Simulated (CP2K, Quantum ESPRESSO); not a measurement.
A CP2K input for a self-consistent single point of CaCuSi (P-6m2, 3 atoms in the cell) (DFT LDA (Pade form), GPW, DZVP-MOLOPT-SR-GTH basis, GTH-PADE potentials (GTH_POTENTIALS)):

```
&GLOBAL
  PROJECT calc
  RUN_TYPE ENERGY_FORCE
  PRINT_LEVEL LOW
&END GLOBAL
&FORCE_EVAL
  METHOD Quickstep
  STRESS_TENSOR ANALYTICAL
  &DFT
    BASIS_SET_FILE_NAME BASIS_MOLOPT
    POTENTIAL_FILE_NAME GTH_POTENTIALS
    &QS
      METHOD GPW
      EPS_DEFAULT 1E-10
    &END QS
    &MGRID
      CUTOFF 600
      REL_CUTOFF 50
      NGRIDS 5
    &END MGRID
    &SCF
      SCF_GUESS ATOMIC
      EPS_SCF 1E-6
      MAX_SCF 100
      ADDED_MOS 5
      &DIAGONALIZATION
        ALGORITHM STANDARD
      &END DIAGONALIZATION
      &MIXING
        METHOD BROYDEN_MIXING
        ALPHA 0.3
        NBUFFER 10
        BETA 1
      &END MIXING
      &SMEAR ON
        METHOD GAUSSIAN
        SIGMA [eV] 0.1
      &END SMEAR
    &END SCF
    &KPOINTS
      SCHEME MONKHORST-PACK 8 8 7
      GAMMA_CENTERED T
    &END KPOINTS
    &XC
      &XC_FUNCTIONAL PADE
      &END XC_FUNCTIONAL
    &END XC
    &PRINT
      &MO
        EIGENVALUES T
        OCCUPATION_NUMBERS T
        NDIGITS 8
        FILENAME mo
        &EACH
          QS_SCF 0
        &END EACH
        ADD_LAST NUMERIC
      &END MO
      &MULLIKEN OFF
      &END MULLIKEN
    &END PRINT
  &END DFT
  &SUBSYS
    &CELL
      ABC 4.12183000 4.12182958 4.08101000
      ALPHA_BETA_GAMMA 90.00000000 90.00000000 120.00000341
      PERIODIC XYZ
    &END CELL
    &COORD
      SCALED
      Ca       0.00000000     0.00000000     0.00000000
      Si       0.33333300     0.66666700     0.50000000
      Cu       0.66666700     0.33333300     0.50000000
    &END COORD
    &KIND Ca
      BASIS_SET DZVP-MOLOPT-SR-GTH-q10
      POTENTIAL GTH-PADE-q10
    &END KIND
    &KIND Si
      BASIS_SET DZVP-MOLOPT-SR-GTH-q4
      POTENTIAL GTH-PADE-q4
    &END KIND
    &KIND Cu
      BASIS_SET DZVP-MOLOPT-SR-GTH-q11
      POTENTIAL GTH-PADE-q11
    &END KIND
  &END SUBSYS
  &PRINT
    &FORCES ON
    &END FORCES
    &STRESS_TENSOR ON
    &END STRESS_TENSOR
  &END PRINT
&END FORCE_EVAL
```

Question: Write the same calculation as an input for Quantum ESPRESSO.

Answer: One input that does it (others would too):

```fortran
&CONTROL
   calculation = 'scf'
   prefix = 'pwscf'
   outdir = './tmp/'
   pseudo_dir = './'
   tprnfor = .true.
   tstress = .true.
/
&SYSTEM
   ibrav = 0
   nat = 3
   ntyp = 3
   ecutwfc = 50
   ecutrho = 400
   occupations = 'smearing'
   smearing = 'gaussian'
   degauss = 0.0073499
/
&ELECTRONS
   conv_thr = 1.0d-10
/
ATOMIC_SPECIES
Ca    40.0780  ca_lda_v1.uspp.F.UPF
Si    28.0850  si_lda_v1.uspp.F.UPF
Cu    63.5460  cu_lda_v1.2.uspp.F.UPF
ATOMIC_POSITIONS {alat}
Ca    0.0000000000    0.0000000000    0.0000000000
Si    0.0000000000    0.5773502692    0.4950483499
Cu    0.5000000000    0.2886751346    0.4950483499
K_POINTS {automatic}
8 8 7  0 0 0
CELL_PARAMETERS {angstrom}
   4.1218297170     0.0000000000     0.0000000000
  -2.0609148585     3.5696092450     0.0000000000
   0.0000000000     0.0000000000     4.0810100000
```

Basis settings and potentials, where a program has them, do not carry over. This input uses DFT, LDA (PZ), plane waves, GBRV 1.5 ultrasoft (LDA) pseudopotentials. LDA parametrisations can differ slightly between programs. Both were run: pressure -4.43 GPa in CP2K and -5.56 in Quantum ESPRESSO.

On CP2K: the starting cell comes from a database of computed structures (which also holds hypothetical and non-ambient phases and stackings), without a prior relaxation at this level. Spin polarisation is off. Values carry the incompleteness of an atom-centred basis. With a pressure of about -4 GPa the cell is away from its equilibrium volume at this level.

On Quantum ESPRESSO: the starting cell comes from a database of computed structures (which also holds hypothetical and non-ambient phases and stackings), without a prior relaxation at this level. Spin polarisation is off. With a pressure of about -6 GPa the cell is away from its equilibrium volume at this level.
